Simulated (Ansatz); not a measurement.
For ZrSi (Cmcm), PBEsol, DFPT electron-phonon coupling, linearised Boltzmann equation run with Ansatz (a program for electronic structure) gives a transport coupling λ_tr = 0.152 and a Drude plasma energy ħω_p = 3.91 eV along z (a = (1.87, -4.94, 0.00) Å; b = (1.87, 4.94, 0.00) Å; c = (0.00, 0.00, 3.74) Å).

### Question
Estimate the resistivity at 300 K from the high-temperature formula ρ = 2π λ_tr k_B T / (ħ ε₀ ω_p²), and say how the full Boltzmann solution compares.

### Answer
The scattering rate is 1/τ = 2π λ_tr k_B T/ħ = 3.75e13 s⁻¹ and ω_p = 5.94e15 s⁻¹, so ρ ≈ 12.0 μΩ·cm. The Boltzmann solution gives 10.5 μΩ·cm, 0.87 times the estimate; it lies lower because k_BT is not large against the phonon energies and the solution lets the distribution adjust.

A metal at this level (no band gap). Only scattering by harmonic phonons is included (no impurities, grain boundaries, electron-electron scattering or thermal expansion). Spin-orbit coupling is left out. Halving the electron mesh (24x24x24) moves the resistivity by up to 7 % at 300 K, the coupling by up to 3 %. Smearing 0.20 eV; phonons on a 4x4x4 q mesh, which this run doesn't test.

Formula and space group known from diffraction (Crystallography Open Database), not checked to be the room-temperature form: ZrSi (Cmcm).
